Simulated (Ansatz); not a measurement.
Structures of equal composition on the (111) surface of fcc Rh: a layer of Si in place of the second plane; a layer of Si in place of the third plane. The slabs share one bottom face, and each structure is named by its start. These are constructed structures in small cells; real faces may alloy, dewet or reconstruct in larger ones, and not all known structures of the face are among them. Slabs of about 11 Å, Fermi-Dirac smearing of 0.1 eV. Bottom of the slabs: a bare face, its two planes held. Relaxed from the named starts with such symmetry as they have, on meshes of like density; energies extrapolated to zero smearing; spin only where a row says so; no spin-orbit coupling, no U. Brackets mark spin-polarised runs, whose order is one that fits the cell.

All values below come from PBE (plane waves to 420 eV, PAW; Ansatz, a quantum-chemistry and plane-wave program).

Q: Rank these by energy per 1x1 cell (lowest first), as PBE gives it.

A: a layer of Si in place of the second plane (0.000 eV), a layer of Si in place of the third plane (0.514 eV)
